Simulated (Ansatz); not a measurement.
HfC under a change: biaxial strain +2.50 %, plane normal [001], relaxed out of plane

The reference is HfC in the rock salt structure (space group Fm-3m, No. 225; a = 4.607 Å; relaxed with 0.1 eV smearing). Axes: x, y, z lie along the cube axes.

Modification: biaxial strain +2.50 %, plane normal [001], relaxed out of plane (Cartesian); in-plane vectors clamped, the third vector and the atoms free.

Level of theory: DFT with PBEsol, PAW potentials and a 420 eV plane-wave cutoff in Ansatz (a first-principles code), no spin-orbit coupling. Settings: 22×22×22 k-points, 0.1 eV Fermi–Dirac smearing.

* **Shortest interatomic distance**: 2.282 Å (base 2.304 Å)
* **Energy relative to the base (free energy F)**: +26 meV/atom
* **Pressure (mean of the normal stresses, compression positive)**: -8.7 GPa (base 0.0 GPa)
* **Band gap**: zero (base zero)
* **Out-of-plane strain**: -0.92 %
* **Ratio −ε⊥/ε∥**: 0.37
* **Mean in-plane stress (compression positive)**: -13.1 GPa

Final structure (turned so that z lies along the plane normal):

```xyz
2
Lattice="3.3391 0.0000 0.0000 0.0000 3.3391 0.0000 1.6696 -1.6696 2.2824" Properties=species:S:1:pos:R:3 pbc="T T T"
Hf     0.0000     0.0000     0.0000
C      3.3391     0.0000     2.2824
```

No phonon test of stability was made. The final runs are not spin-polarised.
